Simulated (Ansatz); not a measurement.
Structures of equal composition on the (100) surface of rock-salt TiN: B on all N sites of the second plane; B on all N sites of the top plane. The slabs share one bottom face, and each structure is named by its start. These are constructed structures in small cells; real faces may alloy, dewet or reconstruct in larger ones, and not all known structures of the face are among them. Slabs of about 13 Å, Fermi-Dirac smearing of 0.1 eV. Bottom of the slabs: a bare face, its two planes held. Relaxed from the named starts with such symmetry as they have, on meshes of like density; energies extrapolated to zero smearing; spin only where a row says so; no spin-orbit coupling, no U. Brackets mark spin-polarised runs, whose order is one that fits the cell.

Level of theory: PBE (plane waves to 420 eV, PAW; Ansatz, a program for electronic structure).

Question: Order them by energy per 1x1 cell (lowest first) at the level PBE.

Answer: B on all N sites of the second plane (0.000 eV), B on all N sites of the top plane (0.516 eV)
